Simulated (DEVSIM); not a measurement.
Structure: GaP p-i-n diode, at 350 K.

```tsv
layer (left to right)	material	thickness (μm)	Nd (cm⁻³)	Na (cm⁻³)	τn (s)	τp (s)
1	GaP	0.130	-	3.2e17	1.1e-6	1.1e-6
2	GaP	0.810	4.1e13	-	1.1e-6	1.1e-6
3	GaP	0.790	1.5e18	-	1.1e-6	1.1e-6
```

Left contact: ohmic. Right contact: ohmic. Voltage is applied to the left contact. Recombination: SRH at mid-gap. Mobility is μmin + (μ − μmin)/(1 + (N/Nref)^α).

Constants are typed, rounded textbook-type inputs, not results; the design itself was drawn at random and stands for no fabricated device. Values at 300 K; Nc and Nv go as T^1.5, mobilities as T to minus their exponent, the gap by Varshni's rule with the affinity fixed.

| parameter | GaP |
|---|---|
| gap (eV) | 2.26 |
| affinity (eV) | 3.8 |
| permittivity | 11.1 |
| Nc (cm⁻³) | 1.8e19 |
| Nv (cm⁻³) | 1.9e19 |
| μn (cm²/Vs) | 250 |
| μp (cm²/Vs) | 150 |
| μn,min | 10 |
| μp,min | 10 |
| Nref,n | 4.4e18 |
| Nref,p | 1e18 |
| αn | 0.8 |
| αp | 0.85 |
| T exponent of μn | 1.6 |
| T exponent of μp | 1.98 |
| Varshni α (eV/K) | 0.00058 |
| Varshni β (K) | 372 |

Model (solved in DEVSIM): 1D drift-diffusion, Boltzmann statistics, complete ionisation; no tunnelling, impact ionisation, image-force lowering or self-heating.

Task: Tabulate band edges, carrier densities and field at zero bias.

Result: Energies count from the Fermi level of the right contact; mesh points crowd at the junctions.

| x (μm) | Ec (eV) | Ev (eV) | n (cm⁻³) | p (cm⁻³) | field (V/cm) |
|---|---|---|---|---|---|
| 0.000 | 2.109 | -0.130 | < 1e2 | 3.2e17 | ≈ 0 |
| 0.01948 | 2.109 | -0.130 | < 1e2 | 3.2e17 | ≈ 0 |
| 0.05093 | 2.109 | -0.130 | < 1e2 | 3.2e17 | ≈ 0 |
| 0.08826 | 2.109 | -0.130 | < 1e2 | 3.2e17 | -250 |
| 0.1216 | 2.095 | -0.144 | < 1e2 | 2.0e17 | -17000 |
| 0.1405 | 2.037 | -0.202 | < 1e2 | 3.0e16 | -29000 |
| 0.1711 | 1.959 | -0.280 | < 1e2 | 2.2e15 | -24000 |
| 0.2595 | 1.749 | -0.490 | < 1e2 | 2.1e12 | -24000 |
| 0.3909 | 1.440 | -0.800 | < 1e2 | 7.3e7 | -24000 |
| 0.6101 | 0.926 | -1.313 | 1100000 | < 1e2 | -23000 |
| 0.7731 | 0.546 | -1.694 | 3.2e11 | < 1e2 | -23000 |
| 0.8828 | 0.290 | -1.949 | 1.5e15 | < 1e2 | -24000 |
| 0.9208 | 0.195 | -2.044 | 3.5e16 | < 1e2 | -30000 |
| 0.9420 | 0.099 | -2.140 | 8.5e17 | < 1e2 | -45000 |
| 0.9762 | 0.082 | -2.157 | 1.5e18 | < 1e2 | ≈ 0 |
| 1.033 | 0.082 | -2.157 | 1.5e18 | < 1e2 | ≈ 0 |
| 1.133 | 0.082 | -2.157 | 1.5e18 | < 1e2 | ≈ 0 |
| 1.318 | 0.082 | -2.157 | 1.5e18 | < 1e2 | ≈ 0 |
| 1.560 | 0.082 | -2.157 | 1.5e18 | < 1e2 | ≈ 0 |
| 1.650 | 0.082 | -2.157 | 1.5e18 | < 1e2 | ≈ 0 |
| 1.698 | 0.082 | -2.157 | 1.5e18 | < 1e2 | ≈ 0 |
| 1.730 | 0.082 | -2.157 | 1.5e18 | < 1e2 | ≈ 0 |
